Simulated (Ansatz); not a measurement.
A computed series for Ta: pressure series

The reference is Ta in the bcc (W type) structure (space group Im-3m, No. 229).

```yaml
crystal:
  lattice:
    - [-1.65979, 1.65979, 1.65979]
    - [1.65979, -1.65979, 1.65979]
    - [1.65979, 1.65979, -1.65979]
  atoms:
    - { symbol: Ta, position: [0.00000, 0.00000, 0.00000] }
```

Cell and atoms are relaxed at each pressure.

The values are results of Ansatz (a first-principles code) PBE, spin-orbit coupling left out, not measurements.

Notes on the quantities. enthalpy: H = E + PV relative to the base's energy.

```csv
case,lattice parameter a,enthalpy
base,3.320 Å,–
pressure −2 GPa,3.331 Å,-0.23 eV/atom
pressure −1 GPa,3.325 Å,-0.11 eV/atom
pressure 0.9 GPa,3.315 Å,+0.10 eV/atom
pressure 2.1 GPa,3.308 Å,+0.24 eV/atom
pressure 4.5 GPa,3.295 Å,+0.51 eV/atom
pressure 9 GPa,3.273 Å,+1.01 eV/atom
pressure 15 GPa,3.246 Å,+1.65 eV/atom
pressure 22.5 GPa,3.215 Å,+2.44 eV/atom
pressure 30 GPa,3.187 Å,+3.21 eV/atom
```

Load acts through the strain it causes; cell and atoms are relaxed under it. No phonon test of stability was made. No other phases were tried under pressure. The final runs are not spin-polarised.
